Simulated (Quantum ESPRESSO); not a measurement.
## Several settings converged on Zn (P6_3/mmc, 2 atoms in the cell)

```
Zn
1.0
    2.67330     0.00000     0.00000
   -1.33665     2.31515     0.00000
    0.00000     0.00000     4.97475
Zn
2
Cartesian
  0.00000   1.54343   1.24369
  1.33665   0.77171   3.73106
```

Base method: PBE, SSSP 1.1.2 efficiency (PBE) pseudopotentials (plane waves; Quantum ESPRESSO).

Base settings: ecutwfc = 50 Ry; ecutrho = 400 Ry; occupations = smearing; smearing = gauss; degauss = 0.0073499 Ry; potentials = {Zn: Zn_pbe_v1.uspp.F.UPF}; K_POINTS = automatic 7 7 3 0 0 0; conv_thr = 1e-10 Ry; mixing_beta = 0.7.

**Zone-centre phonons against the cutoff**

In this ladder: ph.x.tr2_ph = 1e-14; ph.x.fildyn = dyn.G; dynmat.x.fildyn = dyn.G; dynmat.x.asr = crystal. Moved along: ecutrho.

The mesh stays at the base's, so the ladder's end is converged at best in this setting alone.

Frequencies are those of the unrelaxed cell, without the LO-TO term of polar crystals.

Only quantities that move along the ladder and can be compared are tabulated.

| ecutwfc | highest zone-centre frequency (cm⁻¹) |
|---|---|
| 25 Ry | 92.3 |
| 30 Ry | 128.3 |
| 35 Ry | 123.8 |
| 50 Ry | 123.7 |
| 75 Ry | 123.6 |

Coarsest ecutwfc that holds the highest zone-centre frequency within 10 cm⁻¹ of the last step, with all finer ones: 30 Ry; the step before is off by 31 cm⁻¹.

**Zone-centre phonons against the SCF threshold**

In this ladder: ph.x.tr2_ph = 1e-14; ph.x.fildyn = dyn.G; dynmat.x.fildyn = dyn.G; dynmat.x.asr = crystal.

The mesh stays at the base's, so the ladder's end is converged at best in this setting alone.

Frequencies are those of the unrelaxed cell, without the LO-TO term of polar crystals.

Only quantities that move along the ladder and can be compared are tabulated.

```csv
conv_thr,highest zone-centre frequency (cm⁻¹)
7.3e-05 Ry,210.7
7.3e-07 Ry,124.5
7.3e-09 Ry,124.5
7.3e-11 Ry,123.7
7.3e-13 Ry,123.8
```

Coarsest conv_thr that holds the highest zone-centre frequency within 2 cm⁻¹ of the last step, with all finer ones: 7.3e-07 Ry; the step before is off by 87 cm⁻¹.

On the base run: the starting cell has typed, rounded lattice constants, without a prior relaxation at this level. Its lattice was rescaled by up to half a per cent. Without a gap this mesh is coarse (it stands for a supercell whose shortest vector is 15 Å).
